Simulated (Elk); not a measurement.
A self-consistent single point of CaGa2 (P6/mmm, 3 atoms in the cell) with Elk.

Method: LDA (PW92), all-electron FP-LAPW, Elk's shipped species files, APW+lo basis with extra local orbitals (Elk 10.2.4).

```
CaGa2
1.0
    4.23886     0.00000     0.00000
   -2.11943     3.67096     0.00000
    0.00000     0.00000     4.41641
Ca Ga
1 2
Direct
  0.00000   0.00000   0.00000
  0.33333   0.66667   0.50000
  0.66667   0.33333   0.50000
```

Reference input (self-consistent single point, DFT, PBEsol, all-electron FP-LAPW, Elk's shipped species files, APW+lo basis with extra local orbitals): xctype = 22; rgkmax = 8; stype = 3; swidth = 0.00367493 Ha; ngridk = 7 7 6; tforce = true; gmaxvr = 18 1/bohr; lmaxapw = 10; lmaxo = 8; nxlo = 2; lorbcnd = true; lradstp = 2. This run's input differs from it in these lines:

```diff
@@ -4,3 +4,3 @@
 xctype
-  22
+  3
```

Output (repeated stretches shortened):

```
│ Self-consistent loop started │
│ Loop number : 1 │
 total energy                :     -4563.01136577
│ Loop number : 2 │
 total energy                :     -4563.07738928
RMS change in Kohn-Sham potential (target) :   0.2504991738E-01 (  0.1000000000E-05)
Absolute change in total energy (target)   :   0.6602350816E-01 (  0.1000000000E-03)
│ Loop number : 3 │
 total energy                :     -4563.09673509
RMS change in Kohn-Sham potential (target) :   0.2451647398E-01 (  0.1000000000E-05)
Absolute change in total energy (target)   :   0.3585168045E-01 (  0.1000000000E-03)
│ Loop number : 4 │
   [... lines left out ...]
Absolute change in total energy (target)   :   0.6642455646E-03 (  0.1000000000E-03)
│ Loop number : 12 │
 total energy                :     -4561.50022267
RMS change in Kohn-Sham potential (target) :   0.3407238966E-05 (  0.1000000000E-05)
Absolute change in total energy (target)   :   0.4409832927E-03 (  0.1000000000E-03)
│ Loop number : 13 │
 total energy                :     -4561.50016013
RMS change in Kohn-Sham potential (target) :   0.4596057518E-06 (  0.1000000000E-05)
Absolute change in total energy (target)   :   0.4770365013E-04 (  0.1000000000E-03)
Convergence targets achieved

│ Loop number : 14 │

Energies :
 Fermi                       :     0.198213904750
 total energy                :     -4561.50013951

Density of states at Fermi energy :    45.43460919
 (states/Hartree/unit cell)

Estimated indirect band gap :   0.2260797265E-02
 from k-point      4 to k-point     20
Estimated direct band gap   :   0.1399144491E-01
 at k-point      4

Charges :
 core                        :    46.00000000
 valence                     :    36.00000000
 interstitial                :    5.680475156
 muffin-tins (core leakage)
  species :    1 (Ca)
   atom    1                 :    17.83777887     (  0.2110465971E-06)
  species :    2 (Ga)
   atom    1                 :    29.24087298     (  0.2707465668E-02)
   atom    2                 :    29.24087298     (  0.2707465668E-02)
   [... lines left out ...]
   total force               :    -0.00000000    0.00000000    0.00000000
   total magnitude           :     0.00000000
  atom :    2
   Hellmann-Feynman          :     0.00000000    0.00000000    0.00000000
   IBS                       :    -0.00000000   -0.00000000   -0.00000000
   total force               :     0.00000000   -0.00000000    0.00000000
   total magnitude           :     0.00000000
```

The run converged in 14 iterations. The count includes the last loop, which Elk runs after its targets are met. 

The starting cell comes from a database of computed structures (which also holds hypothetical and non-ambient phases and stackings), without a prior relaxation at this level. Values depend on the basis (sphere radii, cutoffs, local orbitals), which need not be converged. The log's line on a gap gives a spacing of levels on this mesh, which the program prints for metals too.
